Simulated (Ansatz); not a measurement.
## Response to strain in MoSi2

Take MoSi2 (space group I4/mmm, No. 139; a = 3.190 Å, c = 7.822 Å; relaxed with 0.1 eV smearing) as the base. Axes: x, y, z lie along a, b, c of the conventional cell.

Strains are applied to the cell and any free atomic positions relax.

All numbers come from Ansatz (a first-principles code) PBEsol, without spin-orbit coupling.

Notes on the quantities. energy relative to the base: free energy F.

```json
[
 {"uniaxial strain ε_zz (%)": "0", "energy relative to the base (meV/atom)": "0.0"},
 {"uniaxial strain ε_zz (%)": "0.5", "energy relative to the base (meV/atom)": "0.5"},
 {"uniaxial strain ε_zz (%)": "1", "energy relative to the base (meV/atom)": "2.1"},
 {"uniaxial strain ε_zz (%)": "1.5", "energy relative to the base (meV/atom)": "?"},
 {"uniaxial strain ε_zz (%)": "2", "energy relative to the base (meV/atom)": "8.1"},
 {"uniaxial strain ε_zz (%)": "2.5", "energy relative to the base (meV/atom)": "12.4"},
 {"uniaxial strain ε_zz (%)": "3", "energy relative to the base (meV/atom)": "17.6"}
]
```

Problem. Fit ΔE = Aε² + Bε³ (ε in %) to the rows shown and predict the withheld row.

Solution. Least squares on the printed values gives A = 2.15 and B = -0.066 meV/atom (largest residual 0.0 meV/atom); this predicts 4.6 meV/atom, and the run gives 4.6 meV/atom, in agreement.

Stability against distortions was not tested. The final runs are not spin-polarised.
